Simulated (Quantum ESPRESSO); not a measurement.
Quantum ESPRESSO run on Sb3O7 (Imma, 20 atoms in the cell): self-consistent single point.

Method of the run: BLYP, SSSP 1.1.2 efficiency (PBE) pseudopotentials (plane waves; Quantum ESPRESSO).

```
CELL_PARAMETERS angstrom
     -3.63884     3.65580     5.29561
      3.63884    -3.65580     5.29561
      3.63884     3.65580    -5.29561
ATOMIC_POSITIONS crystal
  Sb 0.00000 0.50000 0.50000
  Sb 0.50000 0.50000 0.00000
  Sb 0.50000 0.50000 0.50000
  Sb 0.50000 0.00000 0.00000
  Sb 0.50000 0.00000 0.50000
  Sb 0.00000 0.00000 0.00000
  O  0.56246 0.33530 0.66274
  O  0.43754 0.66470 0.33726
  O  0.17256 0.89972 0.83726
  O  0.82744 0.10028 0.16274
  O  0.43754 0.10028 0.77284
  O  0.56246 0.89972 0.22716
  O  0.82744 0.66470 0.72716
  O  0.17256 0.33530 0.27284
  O  0.81801 0.06801 0.75000
  O  0.18199 0.93199 0.25000
  O  0.17498 0.42498 0.75000
  O  0.82502 0.57502 0.25000
  O  0.43443 0.68443 0.75000
  O  0.56557 0.31557 0.25000
```

Reference input (self-consistent single point, DFT, LDA (PZ), plane waves, GBRV 1.5 ultrasoft (LDA) pseudopotentials): ecutwfc = 40 Ry; ecutrho = 200 Ry; occupations = smearing; smearing = gauss; degauss = 0.00147 Ry; potentials = {Sb: sb_lda_v1.4.uspp.F.UPF, O: o_lda_v1.2.uspp.F.UPF}; K_POINTS = automatic 4 4 4 0 0 0; conv_thr = 1e-10 Ry; mixing_beta = 0.7. This run's input differs from it in these lines:

```diff
@@ -11,4 +11,4 @@
   ntyp = 2,
-  ecutwfc = 40,
-  ecutrho = 200,
+  ecutwfc = 55,
+  ecutrho = 440,
   occupations = 'smearing',
@@ -16,2 +16,3 @@
   degauss = 0.00147,
+  input_dft = 'blyp',
 /
@@ -22,4 +23,4 @@
 ATOMIC_SPECIES
-Sb   121.7600  sb_lda_v1.4.uspp.F.UPF
-O     15.9990  o_lda_v1.2.uspp.F.UPF
+Sb   121.7600  sb_pbe_v1.4.uspp.F.UPF
+O     15.9990  O.pbe-n-kjpaw_psl.0.1.UPF
 ATOMIC_POSITIONS crystal
```

The program printed (abridged):

```
     Self-consistent Calculation

     iteration #  1     ecut=    55.00 Ry     beta= 0.70

     total energy              =   -1689.40435351 Ry
     estimated scf accuracy    <       6.81240497 Ry

     iteration #  2     ecut=    55.00 Ry     beta= 0.70

     total energy              =   -1691.10113853 Ry
     estimated scf accuracy    <       7.38824857 Ry

     iteration #  3     ecut=    55.00 Ry     beta= 0.70

     total energy              =   -1692.58725509 Ry
     estimated scf accuracy    <       0.30886858 Ry

   [... 9 blocks of this kind left out ...]

     iteration # 13     ecut=    55.00 Ry     beta= 0.70

     total energy              =   -1692.69869814 Ry
     estimated scf accuracy    <          5.0E-10 Ry

     iteration # 14     ecut=    55.00 Ry     beta= 0.70
     End of self-consistent calculation

     the Fermi energy is     8.0424 ev

!    total energy              =   -1692.69869814 Ry
     estimated scf accuracy    <          2.3E-11 Ry
     smearing contrib. (-TS)   =      -0.00003100 Ry
     internal energy E=F+TS    =   -1692.69866714 Ry

     convergence has been achieved in  14 iterations

     Forces acting on atoms (cartesian axes, Ry/au):

     atom    1 type  1   force =     0.00000000    0.00000000    0.00000000
     atom    2 type  1   force =     0.00000000    0.00000000    0.00000000
     atom    3 type  1   force =     0.00000000    0.00000000    0.00000000
     atom    4 type  1   force =     0.00000000    0.00000000    0.00000000
     atom    5 type  1   force =     0.00000000    0.00000000    0.00000000
   [... lines left out ...]

     Total force =     0.018459     Total SCF correction =     0.000009

          total   stress  (Ry/bohr**3)                   (kbar)     P=       58.05
   0.00039342   0.00000000   0.00000000           57.87        0.00        0.00
   0.00000000   0.00041492   0.00000000            0.00       61.04        0.00
   0.00000000   0.00000000   0.00037544            0.00        0.00       55.23

   JOB DONE.
```

The run converged in 14 iterations. Against the reference run the pressure goes from -7.04 to 5.80 GPa and the largest force goes from 0.375 to 0.252 eV/Å.

The starting cell comes from a database of computed structures (which also holds hypothetical and non-ambient phases and stackings), without a prior relaxation at this level. With a pressure of about 6 GPa the cell is away from its equilibrium volume at this level. The run gives no clean gap (levels at the Fermi energy touch, overlap or are partly filled at this smearing), which alone does not show that the compound is a metal.

Cost on one core of a shared machine: roughly 20 min.
